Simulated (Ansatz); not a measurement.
The parent structure is SiC in the wurtzite structure (space group P6_3mc, No. 186; a = 3.0755 Å, c = 5.0486 Å). Axes: x lies along a and z along c of the hexagonal cell.

Method: Kohn–Sham DFT with the r2SCAN functional, run in Ansatz (an electronic-structure program) with PAW and 500 eV plane waves, no spin-orbit coupling, earlier PAW set.

Base values:

| Item | Result |
|---|---|
| Shortest interatomic distance | 3.559 bohr |

It is then changed as follows: the cell is compressed by 1.12 % along x with no lateral relaxation; the atoms relax in the strained cell.

**Question.** How does this affect the shortest interatomic distance?

**Answer.** The shortest interatomic distance drops by 0.020 bohr (3.559 bohr → 3.539 bohr).

**Question.** What does the calculation give for the energy relative to the base after the change?

**Answer.** The energy rises by 2.2 meV/atom.

No phonon test of stability was made.
